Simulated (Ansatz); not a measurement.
Structures of equal composition on the (111) surface of fcc Rh: a layer of Zn in place of the second plane; a layer of Zn in place of the third plane. The slabs share one bottom face, and each structure is named by its start. These are constructed structures in small cells; real faces may alloy, dewet or reconstruct in larger ones, and not all known structures of the face are among them. Slabs of about 11 Å, Fermi-Dirac smearing of 0.1 eV. Bottom of the slabs: a bare face, its two planes held. Relaxed from the named starts with such symmetry as they have, on meshes of like density; energies extrapolated to zero smearing; spin only where a row says so; no spin-orbit coupling, no U. Brackets mark spin-polarised runs, whose order is one that fits the cell.

Level of theory: PBE (plane waves to 420 eV, PAW; Ansatz, an electronic-structure program).

### Question
Order them by energy per 1x1 cell (lowest first) at the level PBE.

### Answer
a layer of Zn in place of the second plane (0.000 eV), a layer of Zn in place of the third plane (0.201 eV)
